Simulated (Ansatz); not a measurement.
Consider BAs (space group P4_2/mnm, No. 136; a = 5.837 Å, c = 3.362 Å; a hypothetical phase, not in the database extracts checked).

It is then changed as follows: a hydrostatic pressure of 10 GPa.

Levels (all Ansatz, an electronic-structure program, PAW): PBEsol (420 eV, scalar-relativistic without spin-orbit coupling); HSE06 (420 eV, no SOC).

The geometry is relaxed with PBEsol.

| Item | Value |
|---|---|
| PBEsol band gap | 0.39 eV |

Question: What does HSE06 give at this geometry for the band gap?

Answer: The band gap rises by 0.686 eV, from 0.39 eV to 1.07 eV.

Single points use the geometry relaxed with PBEsol. The hybrid gap comes from the SCF mesh plus the semilocal run's edge points and a few special points and is an upper bound. Load acts through the strain it causes; cell and atoms are relaxed under it. Stability against distortions was not tested. Competing high-pressure phases were not computed.
